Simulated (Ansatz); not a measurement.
```yaml
crystal:
  lattice:
    - [11.00000, 0.00000, 0.00000]
    - [0.00000, 11.00000, 0.00000]
    - [0.00000, 0.00000, 5.44796]
  atoms:
    - { symbol: Sb, position: [0.50000, 0.50000, 0.00000] }
    - { symbol: Sb, position: [0.50000, 0.50000, 0.50000] }
```

Level of theory: PBE (plane waves to 420 eV, PAW; Ansatz, an electronic-structure program). Mesh 1×1×54. No spin polarisation, so a magnetic state wasn't tested. One-dimensional cell, images about 11 Å apart. A model structure. It keeps the symmetry and period of its start, so it need not be a minimum against all distortions. Pairing along the axis, which can open a gap, is among the distortions not tried. Values not marked SOC lack spin–orbit coupling.

Problem. Say what this body is, and give its properties.

Solution. Free linear chain of Sb atoms. A hypothetical model.
PBE gap: none (under 0.01 eV)
crossings of the Fermi level between Γ and the zone edge (49 points): 3, each for both spins (ideal conductance 3 × 2e²/h)
work function (PBE): 4.90 eV
